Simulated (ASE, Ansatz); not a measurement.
A thermal frame of composition CaAl2(SiO4)2, cell Ca6Al12Si12O48, first heated far above this temperature, then brought to it, at a temperature that wasn't checked against the liquidus, so perhaps supercooled [in the CHGNet run: some atoms moved, others hardly; mean temperature 1647 K (target 1650 K); density 2.37 g/cm³, volume +7 % from the start cell's], from MD with the machine-learned potential CHGNet 0.3.0 in ASE at 1650 K. DFT level: PBE (plane waves, PAW; Ansatz, an electronic-structure program).

| Item | Result |
|---|---|
| plane-wave cutoff | 420 eV |
| k-points | Γ only |
| Fermi-Dirac width | 0.142 eV |
| spin | not polarised; no spin-orbit coupling |

A check of the k-sampling: on the last frame of the same run a denser mesh moved the PBE forces by 0.005 eV/Å rms, the static pressure by 0.00 GPa and the free energy by -1 meV/atom.

```yaml
crystal:
  lattice:
    - [10.52868, 0.00000, 0.00000]
    - [0.00000, 10.52868, 0.00000]
    - [0.00000, 0.00000, 10.52868]
  atoms:
    - { symbol: Ca, position: [0.31647, 0.54157, 0.34867] }
    - { symbol: Ca, position: [0.63922, 0.43007, 0.12780] }
    - { symbol: Ca, position: [0.80572, 0.19269, 0.87008] }
    - { symbol: Ca, position: [0.51539, 0.09799, 0.01774] }
    - { symbol: Ca, position: [0.11640, 0.90718, 0.54393] }
    - { symbol: Ca, position: [0.75057, 0.03155, 0.20353] }
    - { symbol: Al, position: [0.28030, 0.02956, 0.16239] }
    - { symbol: Al, position: [0.89985, 0.83859, 0.82990] }
    - { symbol: Al, position: [0.01542, 0.38815, 0.45236] }
    - { symbol: Al, position: [0.76387, 0.74980, 0.07190] }
    - { symbol: Al, position: [0.91604, 0.09713, 0.66620] }
    - { symbol: Al, position: [0.01971, 0.90114, 0.14619] }
    - { symbol: Al, position: [0.22032, 0.89301, 0.88332] }
    - { symbol: Al, position: [0.75155, 0.30262, 0.53304] }
    - { symbol: Al, position: [0.81171, 0.55418, 0.90123] }
    - { symbol: Al, position: [0.28228, 0.33694, 0.06741] }
    - { symbol: Al, position: [0.16978, 0.24717, 0.62225] }
    - { symbol: Al, position: [0.50841, 0.64975, 0.63243] }
    - { symbol: Si, position: [0.24428, 0.21027, 0.35062] }
    - { symbol: Si, position: [0.49304, 0.43034, 0.89419] }
    - { symbol: Si, position: [0.04086, 0.68324, 0.35372] }
    - { symbol: Si, position: [0.31997, 0.61692, 0.98554] }
    - { symbol: Si, position: [0.79941, 0.59263, 0.51473] }
    - { symbol: Si, position: [0.06590, 0.33893, 0.83558] }
    - { symbol: Si, position: [0.49356, 0.94359, 0.74825] }
    - { symbol: Si, position: [0.49494, 0.37145, 0.63321] }
    - { symbol: Si, position: [0.91729, 0.12230, 0.37613] }
    - { symbol: Si, position: [0.59117, 0.64921, 0.34594] }
    - { symbol: Si, position: [0.51032, 0.80252, 0.11495] }
    - { symbol: Si, position: [0.38029, 0.12994, 0.56487] }
    - { symbol: O, position: [0.02779, 0.76125, 0.22529] }
    - { symbol: O, position: [0.54304, 0.36079, 0.77569] }
    - { symbol: O, position: [0.86583, 0.87210, 0.04474] }
    - { symbol: O, position: [0.08264, 0.38905, 0.67757] }
    - { symbol: O, position: [0.15834, 0.95034, 0.05419] }
    - { symbol: O, position: [0.72545, 0.56216, 0.38116] }
    - { symbol: O, position: [0.25821, 0.51635, 0.08717] }
    - { symbol: O, position: [0.23613, 0.72189, 0.92463] }
    - { symbol: O, position: [0.71678, 0.62748, 0.64298] }
    - { symbol: O, position: [0.06539, 0.89233, 0.81461] }
    - { symbol: O, position: [0.57125, 0.32184, 0.51894] }
    - { symbol: O, position: [0.91898, 0.40113, 0.84027] }
    - { symbol: O, position: [0.17594, 0.73548, 0.40971] }
    - { symbol: O, position: [0.92360, 0.69219, 0.45523] }
    - { symbol: O, position: [0.06442, 0.18319, 0.76954] }
    - { symbol: O, position: [0.86116, 0.68195, 0.82987] }
    - { symbol: O, position: [0.64488, 0.49680, 0.93435] }
    - { symbol: O, position: [0.85712, 0.43775, 0.52902] }
    - { symbol: O, position: [0.35806, 0.27491, 0.65139] }
    - { symbol: O, position: [0.37583, 0.53466, 0.86198] }
    - { symbol: O, position: [0.81165, 0.21336, 0.65413] }
    - { symbol: O, position: [0.07328, 0.53282, 0.37786] }
    - { symbol: O, position: [0.37363, 0.18708, 0.43116] }
    - { symbol: O, position: [0.42194, 0.67527, 0.08280] }
    - { symbol: O, position: [0.81611, 0.58888, 0.05820] }
    - { symbol: O, position: [0.16230, 0.33679, 0.95100] }
    - { symbol: O, position: [0.63627, 0.75854, 0.21980] }
    - { symbol: O, position: [0.97056, 0.06341, 0.50138] }
    - { symbol: O, position: [0.52821, 0.71543, 0.47317] }
    - { symbol: O, position: [0.19109, 0.07363, 0.30763] }
    - { symbol: O, position: [0.25282, 0.32538, 0.25519] }
    - { symbol: O, position: [0.42910, 0.93879, 0.16128] }
    - { symbol: O, position: [0.51808, 0.78432, 0.72311] }
    - { symbol: O, position: [0.56146, 0.05302, 0.83724] }
    - { symbol: O, position: [0.46969, 0.31720, 0.00066] }
    - { symbol: O, position: [0.73861, 0.18178, 0.40535] }
    - { symbol: O, position: [0.84780, 0.97863, 0.76323] }
    - { symbol: O, position: [0.94595, 0.00129, 0.24695] }
    - { symbol: O, position: [0.97817, 0.27591, 0.32771] }
    - { symbol: O, position: [0.48577, 0.04151, 0.59430] }
    - { symbol: O, position: [0.59933, 0.84110, 0.00945] }
    - { symbol: O, position: [0.36651, 0.93508, 0.83372] }
    - { symbol: O, position: [0.70473, 0.20748, 0.08215] }
    - { symbol: O, position: [0.51312, 0.54132, 0.26767] }
    - { symbol: O, position: [0.23230, 0.08139, 0.58308] }
    - { symbol: O, position: [0.42954, 0.50664, 0.59243] }
    - { symbol: O, position: [0.30578, 0.17201, 0.08996] }
    - { symbol: O, position: [0.15367, 0.29080, 0.46682] }
```

Forces from the machine-learned potential CHGNet 0.3.0 on some atoms (eV/Å):

| atom | Fx Fy Fz |
|---|---|
| Ca2 | 0.893 -1.133 0.929 |
| Ca3 | -1.460 0.633 1.468 |
| Al11 | 2.296 -1.844 0.038 |
| Al16 | -0.170 0.350 1.640 |
| Si24 | -1.662 0.409 -3.024 |
| Si27 | -0.961 4.484 -3.816 |
| O31 | -0.902 -1.023 -0.814 |
| O32 | 1.662 -1.579 -3.045 |
| O36 | -1.904 1.855 -0.729 |
| O41 | 3.846 -0.484 -0.250 |
| O49 | 0.190 -1.350 -0.319 |
| O52 | -0.165 -2.668 -0.635 |
| O54 | 2.764 2.904 1.119 |
| O66 | 4.257 -1.723 -1.121 |
| O70 | 4.030 -5.427 3.447 |
| O76 | 0.252 1.447 0.812 |

Question: Give the DFT forces on the same atoms (eV/Å), the static pressure (no kinetic part), the Kohn-Sham gap at the supercell's Γ point.

Answer: 
| atom | Fx Fy Fz |
|---|---|
| Ca2 | 1.019 -1.310 0.985 |
| Ca3 | -1.603 0.495 1.758 |
| Al11 | 1.960 -1.823 0.306 |
| Al16 | -0.267 0.274 1.947 |
| Si24 | -1.834 0.861 -3.222 |
| Si27 | -0.334 5.076 -3.918 |
| O31 | -0.982 -0.872 -0.610 |
| O32 | 1.736 -1.528 -3.055 |
| O36 | -1.794 1.889 -0.650 |
| O41 | 4.067 -0.593 -0.460 |
| O49 | 0.336 -1.279 -0.603 |
| O52 | -0.262 -2.335 -0.565 |
| O54 | 2.888 2.981 1.372 |
| O66 | 4.093 -2.040 -1.299 |
| O70 | 3.930 -5.470 3.333 |
| O76 | 0.450 1.076 0.759 |
static pressure (no kinetic part): -1.76 GPa
Kohn-Sham gap at the supercell's Γ point: 2.35 eV
